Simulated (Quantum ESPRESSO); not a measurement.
Quantum ESPRESSO run on Sr4As2O (I4/mmm, 7 atoms in the cell): self-consistent single point.

Computed with LDA (PZ), GBRV 1.5 ultrasoft (LDA) pseudopotentials (plane waves; Quantum ESPRESSO 7.5).

```yaml
crystal:
  lattice:
    - [2.42888, -2.42888, 8.17444]
    - [2.42888, 2.42888, 8.17444]
    - [-2.42888, -2.42888, 8.17444]
  atoms:
    - { symbol: Sr, position: [0.00000, 0.67331, 0.67331] }
    - { symbol: Sr, position: [0.00000, 0.32669, 0.32669] }
    - { symbol: Sr, position: [0.50000, 0.00000, 0.50000] }
    - { symbol: Sr, position: [0.50000, 0.50000, 0.00000] }
    - { symbol: As, position: [0.00000, 0.86417, 0.86417] }
    - { symbol: As, position: [0.00000, 0.13583, 0.13583] }
    - { symbol: O, position: [0.00000, 0.50000, 0.50000] }
```

Reference input (self-consistent single point, DFT, LDA (PZ), plane waves, GBRV 1.5 ultrasoft (LDA) pseudopotentials): ecutwfc = 40 Ry; ecutrho = 200 Ry; occupations = fixed; potentials = {Sr: sr_lda_v1.uspp.F.UPF, As: as_lda_v1.uspp.F.UPF, O: o_lda_v1.2.uspp.F.UPF}; K_POINTS = automatic 5 5 5 1 1 1; nbnd = 36; conv_thr = 1e-10 Ry; mixing_beta = 0.4. This run's input differs from it in these lines:

```diff
@@ -36,3 +36,3 @@
 K_POINTS automatic
-5 5 5  1 1 1
+4 4 4  1 1 1
```

The program printed (abridged):

```
     Self-consistent Calculation

     iteration #  1     ecut=    40.00 Ry     beta= 0.40

     negative rho (up, down):  2.522E-01 0.000E+00

     total energy              =    -393.09589954 Ry
     estimated scf accuracy    <       1.38144860 Ry

     iteration #  2     ecut=    40.00 Ry     beta= 0.40

     negative rho (up, down):  2.546E-01 0.000E+00

     total energy              =    -393.41079335 Ry
     estimated scf accuracy    <       0.26141868 Ry

     iteration #  3     ecut=    40.00 Ry     beta= 0.40

     negative rho (up, down):  2.571E-01 0.000E+00

     total energy              =    -393.45421052 Ry
     estimated scf accuracy    <       0.02688284 Ry

   [... 10 blocks of this kind left out ...]

     iteration # 14     ecut=    40.00 Ry     beta= 0.40

     negative rho (up, down):  2.600E-01 0.000E+00

     total energy              =    -393.45559759 Ry
     estimated scf accuracy    <          2.0E-09 Ry

     iteration # 15     ecut=    40.00 Ry     beta= 0.40

     negative rho (up, down):  2.600E-01 0.000E+00
     End of self-consistent calculation

     highest occupied, lowest unoccupied level (ev):     6.8478    7.9975

!    total energy              =    -393.45559759 Ry
     estimated scf accuracy    <          9.5E-12 Ry

     convergence has been achieved in  15 iterations

     negative rho (up, down):  2.600E-01 0.000E+00

     Forces acting on atoms (cartesian axes, Ry/au):

     atom    1 type  1   force =     0.00000000   -0.00000000   -0.00222809
     atom    2 type  1   force =     0.00000000   -0.00000000    0.00222809
     atom    3 type  1   force =     0.00000000    0.00000000   -0.00000000
     atom    4 type  1   force =    -0.00000000    0.00000000    0.00000000
     atom    5 type  2   force =     0.00000000    0.00000000    0.00181240
     atom    6 type  2   force =     0.00000000   -0.00000000   -0.00181240
   [... lines left out ...]
     Total force =     0.004062     Total SCF correction =     0.000003
   [... lines left out ...]

     negative rho (up, down):  2.600E-01 0.000E+00
          total   stress  (Ry/bohr**3)                   (kbar)     P=      -32.50
  -0.00022383   0.00000000  -0.00000000          -32.93        0.00       -0.00
   0.00000000  -0.00022383   0.00000000            0.00      -32.93        0.00
  -0.00000000   0.00000000  -0.00021511           -0.00        0.00      -31.64

   JOB DONE.
```

The run converged in 15 iterations. Against the reference run the free energy goes up by 2.0 meV/atom, the pressure moves little (-3.26 to -3.25 GPa), the largest force moves little (0.058 to 0.057 eV/Å) and the gap on the mesh goes from 1.110 to 1.150 eV.

The starting cell comes from a database of computed structures (which also holds hypothetical and non-ambient phases and stackings), without a prior relaxation at this level. With a pressure of about -3 GPa the cell is away from its equilibrium volume at this level. The shifted mesh does not hold Γ, so a gap read on it misses any band edge there.

Cost on one core of a shared machine: roughly 3 min.
